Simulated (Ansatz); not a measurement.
Input:

```
CELL_PARAMETERS angstrom
      3.42545     0.00000     0.00000
      0.00000     3.42545     0.00000
      1.71272    -1.71272     2.37829
ATOMIC_POSITIONS crystal
  Be 0.00000 0.00000 0.00000
  S  0.75000 0.75000 0.50000
```

No spin polarisation.

Calculations: plane-wave PAW DFT at the LDA level (Ansatz, a program for electronic structure, 420 eV), no spin-orbit coupling. Γ-centred 12×12×12 mesh, Fermi–Dirac width 0.05 eV.

Predict the pressure, gap character and band gap.


- Pressure (mean of the normal stresses, compression positive) = -1.17 GPa
- Gap character = indirect, Γ → M
- Band gap = 2.69 eV

The cells carry an imposed strain or load. Stability against distortions was not tested. The cell was made from BeS in the zinc blende structure (space group F-43m, No. 216) by this change: biaxial strain +1.00 %, plane normal [001], relaxed out of plane.
